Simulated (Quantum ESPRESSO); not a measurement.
Troubleshooting Quantum ESPRESSO: a failed run on ZrC (Fm-3m, 2 atoms in the cell). The aim is a zone-centre phonon calculation with DFT, PBE, plane waves, GBRV 1.5 ultrasoft (PBE) pseudopotentials.

The self-consistent step had converged with these keywords: prefix = zrc; ecutwfc = 40 Ry; ecutrho = 320 Ry; occupations = smearing; smearing = fermi-dirac; degauss = 0.0036749 Ry; potentials = {Zr: zr_pbe_v1.uspp.F.UPF, C: c_pbe_v1.2.uspp.F.UPF}; K_POINTS = automatic 8 8 8 0 0 0; conv_thr = 1e-10 Ry. The next shown step is ph.x.

Input as run:

```fortran
phonons at the zone centre
&INPUTPH
    prefix = 'zrc',
    outdir = './tmp',
    tr2_ph = 1.0d-14,
    fildyn = 'dyn.G',
    epsil = .true.,
/
0.0 0.0 0.0
```

Log, with long lists cut:

```
     Reading xml data from directory:

     ./tmp/zrc.save/

     G-vector sticks info
     --------------------
     sticks:   dense  smooth     PW     G-vecs:    dense   smooth      PW
     Sum         859     433    139                16625     5961    1067

     negative rho (up, down):  6.427E-02 0.000E+00
     Reading collected, re-writing distributed wavefunctions in ./tmp/

 %%%%%%%%%%%%%%%%%%%%%%%%%%%%%%%%%%%%%%%%%%%%%%%%%%%%%%%%%%%%%%%%%%%%%%%%%%%%%%
     Error in routine phq_readin (1):
     no elec. field with metals
 %%%%%%%%%%%%%%%%%%%%%%%%%%%%%%%%%%%%%%%%%%%%%%%%%%%%%%%%%%%%%%%%%%%%%%%%%%%%%%

     stopping ...
```

From the messages shown, name the fault and mend the input.

The fault is the dielectric response asked with smeared occupations. The response to a homogeneous field is defined for insulators with fixed occupations. To fix it, drop the request, or use fixed occupations in an insulator. The program stopped in the step ph.x before computing anything there.

On the sound input: the starting cell comes from a database of computed structures (which also holds hypothetical and non-ambient phases and stackings), without a prior relaxation at this level. Its lattice was rescaled by a random factor within 2.5 % of one. With a pressure of about 4 GPa the cell is away from its equilibrium volume at this level.
